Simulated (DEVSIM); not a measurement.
System: illuminated Si p-on-n cell, one wavelength, at 300 K.

Layer 1 from the left is Si, thickness (μm) 0.150, Na (cm⁻³) 2.2e18, τn (s) 2.2e-6, τp (s) 2.7e-6, absorption coefficient (cm⁻¹) 26000. Layer 2 from the left is Si, thickness (μm) 130, Nd (cm⁻³) 4.9e15, τn (s) 6.4e-5, τp (s) 6.4e-5, absorption coefficient (cm⁻¹) 26000.

Left contact: ohmic, minority electron recombination velocity 9e5 cm/s. Right contact: ohmic, minority hole recombination velocity 2e5 cm/s. Voltage is applied to the left contact. Recombination: SRH at mid-gap, radiative, Auger. Light enters at the left, 3.3e17 photons cm⁻² s⁻¹, one pass, no reflection. Mobility is μmin + (μ − μmin)/(1 + (N/Nref)^α).

This is a model device: material constants are rounded textbook-type values typed into the input, and sizes, dopings and lifetimes were drawn at random. Values at 300 K.

Si: gap (eV) 1.124, affinity (eV) 4.05, permittivity 11.7, Nc (cm⁻³) 2.86e19, Nv (cm⁻³) 3.1e19, μn (cm²/Vs) 1417, μp (cm²/Vs) 470, μn,min 52, μp,min 45, Nref,n 9.7e16, Nref,p 2.2e17, αn 0.68, αp 0.72, B (cm³/s) 4.7e-15, Cn (cm⁶/s) 2.8e-31, Cp (cm⁶/s) 9.9e-32.

Model (solved in DEVSIM): 1D drift-diffusion, Boltzmann statistics, complete ionisation; no tunnelling, impact ionisation, image-force lowering or self-heating.

Q: What does the simulation give for the share of generated pairs collected at short circuit, the potential step across the device at zero bias?

A: share of generated pairs collected at short circuit 0.876; potential step across the device at zero bias 0.831 V.
